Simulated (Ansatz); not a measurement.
silicon: the defect Sb on the Si site

The numbers are results of PBE, PAW (plane waves to 420 eV; Ansatz, a program for electronic structure), not measurements. Cell: 64 sites, 2×2×2; final energies on a 2×2×2 shifted mesh. Site at the start: the Si site. Energies of charged states are corrected for periodic images (point charge plus alignment at distant sites). Dielectric constants: PBE linear response of the host. Host gap at this level: 0.61 eV. Finite-size and sampling errors can reach tenths of an eV here. The semilocal functional narrows the gap, so deep levels can fall outside it. Spin–orbit coupling is left out, which matters for these heavy elements. Each state is the lowest found from its start.

Formation energies E_f are given with the Fermi level at the valence-band maximum. Chemical conditions: host crystal and elements as references (Δμ(Si) = 0.00 eV, Δμ(Sb) = 0.00 eV; Sb taken from its element, since no compound that bounds it was computed at this level; only phases computed here count, gases as isolated molecules at 0 K). Reference phases: Sb: rhombohedral Sb, Si: silicon.

| charge | moment (μB) | point group | largest move off a lattice site (Å) | image correction with alignment (eV) | E_f, host crystal and elements as references (eV) |
|---|---|---|---|---|---|
| +1 | not spin-polarised | Td | 0.20 | 0.29 | 0.49 |
| 0* | fractional | – | 0.22 | – | – |
| −1* | not spin-polarised | Td | 0.23 | – | – |

* At this level the carrier isn't localised at the defect: at charge 0 electrons occupy the conduction band; at charge −1 electrons occupy the conduction band. Such a state is shallow or no state of the defect, and this cell gives it no level.

Point groups are those of the whole cell at tolerances of 0.03 and 0.1 Å ("near" where only the looser one holds); none is given for unsettled states.

All states together cost roughly 40 core-minutes.
